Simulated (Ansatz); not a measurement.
A user runs Ansatz (a quantum-chemistry and plane-wave program) on AlRh (Pm-3m, 2 atoms in the cell) and asks whether the run is sound. The aim is a self-consistent single point with DFT, PBEsol, plane waves, default PAW files made with PBE.

Input as run:

Ansatz 0.2 input:
```yaml
crystal:
  lattice:
    - [2.97732000, 0.00000000, 0.00000000]
    - [0.00000000, 2.97732000, 0.00000000]
    - [0.00000000, 0.00000000, 2.97732000]
  atoms:
    - { symbol: Al, position_ang: [0.00000000, 0.00000000, 0.00000000] }
    - { symbol: Rh, position_ang: [1.48866000, 1.48866000, 1.48866000] }
kpoints:
  mp_grid: { grid: [8, 8, 8], shift: [0.5, 0.5, 0.5] }
hamiltonian:
  xc: pbesol
  pseudopotentials: { kind: paw }
scf:
  occupations: { method: gaussian, width: 0.0073 Ry }
  max_iter: 40
  convergence: { dr2_threshold: 1.0e-22 eV }
output:
  forces: true
  eigenvalues: true
  stress: true
```

Output, abridged:

```
WARN basis.ecutwfc = 420 eV, the default
WARN ansatz: RAYON_NUM_THREADS=1 ignored (pool sized by the plan → 1); use --threads N
Pseudopotentials: kind: paw
Pseudopotential: Al, paw, valence charge 3
Pseudopotential: Rh, paw, valence charge 17
Crystal: 2 atoms, lattice volume = 26.392 Å³
Basis set: ecut = 420 eV, 485 PW (Γ), exchange–correlation on 40×40×40 points (8 copies of the dense FFT grid, shifted against one another)
Bands: 14, of which v1, the nominal top of the filled ones, is band 10 counted from 1 (9 counted from 0)
Symmetry: 48 space group operations
Space group: Pm-3m (ITA 221), of the structure as read, at distance tolerance 3.0e-5 Å
k-points: 20 of 512
PAW frozen core: Al, regenerated for the run's functional, and the local potential with it
PAW frozen core: Rh, regenerated for the run's functional, and the local potential with it
Initial density: superposition of atomic densities (neutral atoms: chi_scale 0, normalization atom), corrected by the library's trained network
Initial wavefunctions: pseudopotential atomic-orbital guess
Eigensolver: davidson
Functional: x = pbesol(κ = 0.804, μ = 0.12345679012345678), c = pbesol(β = 0.046)
SCF iter   1: F=—  HF=-6865.476957 eV  |F-HF|=—  |Δ(HF+E_count)|=         —  Δρ=7.65e-3  dr2=1.56e-2  ethr=1.77e-3  ⟨swp⟩=4.7  Hψ=1372  notcnv=0
all-band conjugate gradients solve this SCF's bands
preconditioner: auto → none
SCF iter   2: F=—  HF=-6865.474310 eV  |F-HF|=—  |Δ(HF+E_count)|=   2.65e-3  Δρ=1.84e-3  dr2=4.97e-4  ethr=7.82e-5  ⟨swp⟩=2.0  Hψ=541  notcnv=0
   [... lines left out ...]
SCF iter  10: F=—  HF=-6865.474104 eV  |F-HF|=—  |Δ(HF+E_count)|=    0.00e0  Δρ=1.24e-11  dr2=1.20e-20  ethr=9.19e-19 (applied; sched 1.00e-12)  ⟨swp⟩=1.0  Hψ=279  notcnv=0  defer=1
SCF iter  11: F=—  HF=-6865.474104 eV  |F-HF|=—  |Δ(HF+E_count)|=    0.00e0  Δρ=1.27e-12  dr2=1.34e-22  ethr=9.19e-19 (applied; sched 1.00e-12)  ⟨swp⟩=1.0  Hψ=279  notcnv=0  defer=1
SCF iter  12: F=-6865.474104 eV  HF=-6865.474104 eV  |F-HF|=9.09e-13  |Δ(HF+E_count)|=  9.09e-13  Δρ=2.46e-13  dr2=8.87e-24  ethr=1.00e-12  ⟨swp⟩=1.2  Hψ=390  notcnv=0
SCF 1 converged in 12 iterations: F = -6865.474104 eV  dr2 = 8.87e-24
Free energy (F): -6865.474104 eV
Internal energy: -6865.470246 eV  (E = F + TS)
E sigma→0 (E₀):  -6865.472175 eV
Entropy (-TS):   -0.003857 eV (-1.929 meV/atom)
Fermi energy:    17.174873 eV
--- Forces (eV/Å), atoms counted from 1 ---
  atom   1  Al    -0.00000000     0.00000000     0.00000000
  atom   2  Rh     0.00000000     0.00000000    -0.00000000
--- Stress (GPa, compression-positive) ---
       -1.065969       0.000000       0.000000
       -0.000000      -1.065969       0.000000
       -0.000000       0.000000      -1.065969
  P = ⅓ Tr σ = -1.0660 GPa (-10.660 kbar)
  The stress holds the Pulay correction. Without it, at fixed plane waves, as pw.x and ABINIT print it: P = -1.1410 GPa
```

Problem. Is anything amiss in this input, and did it matter?

Solution. The results can be used. The input holds a threshold far tighter than needed, beside a limit on iterations, which can do harm: each further decade of the residual costs iterations, and near the noise of double precision and of the grids the loop may never get there. Here it did none. The run converged in 12 iterations, and against the sound input the free energy hardly moves (within 1 meV/atom) and the pressure stays at -1.07 GPa. It cost iterations: the sound input took 6.

An input that runs soundly differs in these lines (not the only fix; some lines may just follow from the change or write a value another way):
```diff
-  max_iter: 40
-  convergence: { dr2_threshold: 1.0e-22 eV }
```

With that input, the run converged in 6 iterations: free energy E − TS (on the zero of these files) -6865.4741 eV; Fermi level (on the code's own zero) 17.17 eV; pressure -1.07 GPa (DFT, PBEsol, plane waves, default PAW files made with PBE).

On the sound input: the starting cell comes from a database of computed structures (which also holds hypothetical and non-ambient phases and stackings), without a prior relaxation at this level. Spin polarisation is off. Ansatz's pressure includes its estimate of the finite-basis (Pulay) stress.
